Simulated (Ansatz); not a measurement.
The starting structures come from a database of crystals and need not be the phases stable at ambient conditions.

By LDA and PBEsol, the system below comes out a metal.

Given:

```xyz
10
Lattice="3.2968 0.0000 0.0000 0.0000 6.6332 0.0000 0.0000 0.0000 6.6332" Properties=species:S:1:pos:R:3 pbc="T T T"
Si     0.0000     4.2070     0.8904
Si     0.0000     2.4262     5.7428
Si     0.0000     0.8904     2.4262
Si     0.0000     5.7428     4.2070
Mo     0.0000     3.3166     3.3166
Mo     0.0000     0.0000     0.0000
Mo     1.6484     1.0697     4.3863
Mo     1.6484     5.5635     2.2469
Mo     1.6484     4.3863     5.5635
Mo     1.6484     2.2469     1.0697
```

Space group of this cell: P4/mbm. The cell is taken as given; by PBEsol its mean pressure is -6.9 GPa.

The current runs along the normal of the first two printed vectors, the (100) plane. All runs by Ansatz (a quantum-chemistry and plane-wave program), plane waves and PAW, without spin-orbit coupling; the base is PBEsol.

| run | mean pressure (GPa) | G/A, both spins (10¹⁵ S/m²) |
|---|---|---|
| base | -6.9 | 0.67 |
| all lengths scaled by 0.98 | 8.1 | 0.70 |
| all lengths scaled by 1.02 | -18.1 | 0.64 |
| lda in place of pbesol | -10.9 | 0.68 |
| lengths across the current scaled by 0.98, ions clamped | 2.6 | 0.64 |
| lengths across the current scaled by 1.02, ions clamped | -14.6 | 0.69 |
| lengths along the current scaled by 0.97, ions clamped | 0.5 | ___ |
| lengths along the current scaled by 1.03, ions clamped | -12.9 | ___ |

Question: Some entries are withheld; supply them.

Answer: 
- lengths along the current scaled by 0.97, ions clamped, G/A, both spins (10¹⁵ S/m²): 0.73
- lengths along the current scaled by 1.03, ions clamped, G/A, both spins (10¹⁵ S/m²): 0.58
